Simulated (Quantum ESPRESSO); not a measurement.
Band structure of LaAg3 (Fm-3m, 4 atoms in the cell).

```
LaAg3
1.0
   -3.57051     0.00000     3.57051
    0.00000     3.57051     3.57051
   -3.57051     3.57051     0.00000
La Ag
1 3
Direct
  0.00000   0.00000   0.00000
  0.25000   0.25000   0.25000
  0.75000   0.75000   0.75000
  0.50000   0.50000   0.50000
```

Level of theory: LDA (PZ), GBRV 1.5 ultrasoft (LDA) pseudopotentials (plane waves; Quantum ESPRESSO).

Settings: ecutwfc = 40 Ry; ecutrho = 320 Ry; occupations = smearing; smearing = gauss; degauss = 0.0073499 Ry; potentials = {La: la_lda_v1.uspp.F.UPF, Ag: ag_lda_v1.4.uspp.F.UPF}; K_POINTS = automatic 6 6 6 0 0 0; nbnd = 40; conv_thr = 1e-10 Ry; mixing_beta = 0.5.

The starting cell comes from a database of computed structures (which also holds hypothetical and non-ambient phases and stackings), without a prior relaxation at this level.

Levels in eV from the Fermi level, bands 31 to 38:
```tsv
point	31	32	33	34	35	36	37	38
Γ	-3.78	-3.78	0.48	0.48	0.48	0.95	1.62	1.62
X	-3.69	-2.61	-1.90	-0.83	0.70	0.70	1.95	1.96
W	-3.56	-1.99	-1.49	-1.49	-0.92	1.76	1.76	1.96
K	-3.69	-2.23	-1.78	-1.71	0.53	0.79	1.90	1.95
L	-3.63	-3.63	-2.40	0.13	0.13	1.29	1.84	1.84
U	-3.69	-2.23	-1.78	-1.71	0.53	0.79	1.90	1.95
```

Bands cross the Fermi level along this path, so the cell is metallic at this level.
